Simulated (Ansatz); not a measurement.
The parent structure is Al2O3 in the corundum structure (space group R-3c, No. 167).

```
CELL_PARAMETERS angstrom
      2.38689     1.37807     4.33822
     -2.38689     1.37807     4.33822
      0.00000    -2.75614     4.33822
ATOMIC_POSITIONS crystal
  Al 0.64792 0.64792 0.64792
  Al 0.14792 0.14792 0.14792
  Al 0.35208 0.35208 0.35208
  Al 0.85208 0.85208 0.85208
  O  0.75000 0.44414 0.05586
  O  0.05586 0.75000 0.44414
  O  0.25000 0.55586 0.94414
  O  0.55586 0.94414 0.25000
  O  0.94414 0.25000 0.55586
  O  0.44414 0.05586 0.75000
```

Level of theory: DFT with PBEsol, PAW potentials and a 420 eV plane-wave cutoff in Ansatz (a first-principles code), scalar-relativistic without spin-orbit coupling.

For the base:

```
Item         Value
--------  --------
Pressure  0.00 GPa
```

Perturbation: an isotropic linear strain of −1.50 %; the atoms relax in the strained cell.

Task: How does this affect the energy relative to the base?

Result: The energy increases by 14 meV/atom.

Task: How does this affect the pressure?

Result: The pressure (mean of the normal stresses, compression positive) goes from zero to 12.02 GPa.

Stability against distortions was not tested.
